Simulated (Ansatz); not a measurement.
Take PbS in the rock salt structure (space group Fm-3m, No. 225; a = 6.009 Å) as the base.

The values are results of DFT with PBE, PAW potentials and a 420 eV plane-wave cutoff in Ansatz (a program for electronic structure), no spin-orbit coupling, earlier PAW set, not measurements.

One change was made to it. Results:

The width of the top valence band drops by 0.29 eV, from 3.15 eV to 2.86 eV; the mean gap deformation potential ΔEg/Δln V is +3.0 eV; the valley order (the lowest conduction-band minima on the path, energy above the VBM, named in the base's zone) changes from L along ⟨111⟩ 0.50 eV; a point along ⟨110⟩, about 0.6 Å⁻¹ from Γ 1.37 eV to L along ⟨111⟩ 0.63 eV; a point along ⟨110⟩, about 0.6 Å⁻¹ from Γ 1.46 eV.

### Question
Which of these changes matches the shifts?
A. pressure −1 GPa
B. pressure −2 GPa
C. pressure 3 GPa

### Answer
B, pressure −2 GPa. For comparison, the valley order in the other runs: pressure 3 GPa gives L along ⟨111⟩ 0.32 eV; a point along ⟨110⟩, about 0.7 Å⁻¹ from Γ 1.24 eV; pressure −1 GPa gives L along ⟨111⟩ 0.56 eV; a point along ⟨110⟩, about 0.6 Å⁻¹ from Γ 1.41 eV.

Spin-orbit coupling, missing from the scalar runs, can matter with Pb. Load acts through the strain it causes; cell and atoms are relaxed under it. Whether these cells are dynamically stable was not tested.
